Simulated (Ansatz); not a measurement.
Ir, response to strain

Base system: Ir in the fcc (Cu type) structure (space group Fm-3m, No. 225; a = 3.812 Å; relaxed with 0.1 eV smearing). Axes: x, y, z lie along the cube axes.

Strains are applied to the cell and any free atomic positions relax; under biaxial strain the out-of-plane vector relaxes too.

Computed with LDA, PAW, 420 eV (Ansatz, a first-principles code; without spin-orbit coupling).

Candidates:
(a) biaxial strain +0.50 %, plane normal [001], relaxed out of plane
(b) biaxial strain −2.00 %, plane normal [001], relaxed out of plane
(c) biaxial strain −2.50 %, plane normal [001], relaxed out of plane

Question: Order them by out-of-plane strain, highest first.

Answer: (c) biaxial strain −2.50 %, plane normal [001], relaxed out of plane (+2.09 %), (b) biaxial strain −2.00 %, plane normal [001], relaxed out of plane (+1.66 %), (a) biaxial strain +0.50 %, plane normal [001], relaxed out of plane (-0.40 %)

Whether these cells are dynamically stable was not tested. All final runs are without spin polarisation.
